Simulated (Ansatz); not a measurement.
Results of r²SCAN (Ansatz, an electronic-structure program, PAW) for fluorite AuAl2.

Excerpt of the program's output:

```
Crystal: 3 atoms, lattice volume = 54.000 Å³
Basis set: ecut = 560 eV, 1639 PW (Γ), exchange–correlation on 108×108×108 points (27 copies of the dense FFT grid, shifted against one another)
Bands: 17, of which v1, the nominal top of the filled ones, is band 13 counted from 1 (12 counted from 0)
Symmetry: 48 space group operations
Space group: Fm-3m (ITA 225), of the structure as read, at distance tolerance 3.8e-5 Å
k-points: 145 of 4096
Functional: x = r2scan, c = r2scan; τ floored in thin density (d = 2e-4 eV/Å³)
SCF iter   1: F=—  HF=-14245.754942 eV  |F-HF|=—  |Δ(HF+E_count)|=         —  Δρ=8.66e-3  dr2=6.42e-2  dr2_τ=3.70e-2
SCF iter   2: F=—  HF=-14245.783169 eV  |F-HF|=—  |Δ(HF+E_count)|=   2.82e-2  Δρ=2.77e-3  dr2=6.94e-3  dr2_τ=1.57e-3
  ...
SCF iter   7: F=—  HF=-14245.782202 eV  |F-HF|=—  |Δ(HF+E_count)|=   1.76e-8  Δρ=2.31e-6  dr2=3.26e-9  dr2_τ=3.52e-10
SCF iter   8: F=-14245.782202 eV  HF=-14245.782202 eV  |F-HF|=6.73e-11  |Δ(HF+E_count)|=  2.29e-10  Δρ=3.66e-7  dr2=1.08e-10  dr2_τ=1.12e-11
SCF 1 converged in 8 iterations: F = -14245.782202 eV  dr2 = 1.08e-10
SCF converged after 8 iterations
Free energy (F): -14245.782202 eV
Internal energy: -14245.773997 eV  (E = F + TS)
E sigma→0 (E₀):  -14245.778100 eV
Fermi energy:    11.208604 eV
--- Forces (eV/Å), atoms counted from 1 ---
  atom   1  Al    -0.00000000    -0.00000000     0.00000000
  atom   2  Al     0.00000000     0.00000000    -0.00000000
  atom   3  Au     0.00000000    -0.00000000    -0.00000000
--- Stress (GPa, compression-positive) ---
        0.605848       0.000000       0.000000
       -0.000000       0.605848       0.000000
       -0.000000      -0.000000       0.605848
  P = ⅓ Tr σ = 0.6058 GPa (6.058 kbar)
```

Write an input file that produces this run.

One answer among several that fit: 
Ansatz 0.2 input:
```yaml
crystal:
  lattice:
    - [-3.0, -3.0, 0.0]
    - [-3.0, 0.0, -3.0]
    - [0.0, -3.0, -3.0]
  atoms:
    - { symbol: Al, position: [0.25, 0.25, 0.25] }
    - { symbol: Al, position: [0.75, 0.75, 0.75] }
    - { symbol: Au, position: [0.0, 0.0, 0.0] }
basis:
  ecutwfc: 560
  ecutrho_ratio: 4
  xc_grid: 3
kpoints:
  mp_grid: { grid: [16, 16, 16] }
hamiltonian:
  xc: r2scan
  dispersion: none
  pseudopotentials: { kind: paw }
scf:
  occupations: { method: fermi_dirac, width: 0.05 }
  convergence: { dr2_threshold: 0.0000000003 }
output:
  forces: true
  stress: true
  eigenvalues: true
```

The PAW data were made under PBE.

Note: cell and atoms aren't relaxed at this level (pressure 0.6 GPa).
